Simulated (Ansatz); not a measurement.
Si3N4 (P6₃/m, No. 176) was calculated with PBE (PAW; Ansatz, a quantum-chemistry and plane-wave program).

Settings: plane-wave cutoff 520 eV, 6×6×12 k mesh (along the axes of the cell as run), scalar-relativistic PAW data made under PBE.

Computed at the level's own relaxed cell.

Elastic tensor (GPa, Voigt notation, ions relaxed):

```
  400.8   180.7   104.9     0.0     0.0     0.0
  180.7   400.8   104.9     0.0     0.0     0.0
  104.9   104.9   520.1     0.0     0.0     0.0
    0.0     0.0     0.0    99.5     0.0     0.0
    0.0     0.0     0.0     0.0    99.5     0.0
    0.0     0.0     0.0     0.0     0.0   110.0
```

Question: Work out the Voigt, Reuss and Hill averages of the bulk and shear moduli, Young's modulus and Poisson's ratio from the printed constants.

Answer: K_V = [C11 + C22 + C33 + 2(C12 + C13 + C23)]/9 = [1321.7 + 2 × 390.5]/9 = 233.6 GPa. G_V = [1321.7 − 390.5 + 3 × 309.0]/15 = 123.9 GPa. From the compliances S = C⁻¹, K_R = 233.3 and G_R = 115.5 GPa. Hill means: K = 233.4, G = 119.7 GPa. E = 9KG/(3K + G) = 307 GPa, ν = (3K − 2G)/(6K + 2G) = 0.28, K/G = 1.95.

Computed values are for the static lattice.
